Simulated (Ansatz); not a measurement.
Consider Pd in the fcc (Cu type) structure (space group Fm-3m, No. 225; a = 3.878 Å; relaxed with 0.1 eV smearing). Axes: x, y, z lie along the cube axes.

Method: Kohn–Sham DFT with the PBEsol functional, run in Ansatz (an electronic-structure program) with PAW and 420 eV plane waves, spin-orbit coupling left out.

Before the change:

The band gap is zero and the shortest interatomic distance comes out as 274.2 pm.

The change: biaxial strain −0.42 %, plane normal [111], relaxed out of plane (Cartesian); in-plane vectors clamped, the third vector and the atoms free.

**Question.** How does this affect the out-of-plane strain, band gap, shortest interatomic distance and in-plane stress?

**Answer.** The out-of-plane strain amounts to +0.38 %; the band gap remains zero; the shortest interatomic distance drops by 1.2 pm to 273.0 pm; the mean in-plane stress (compression positive) comes out as +1.4 GPa.

Whether these cells are dynamically stable was not tested. All final runs are without spin polarisation.
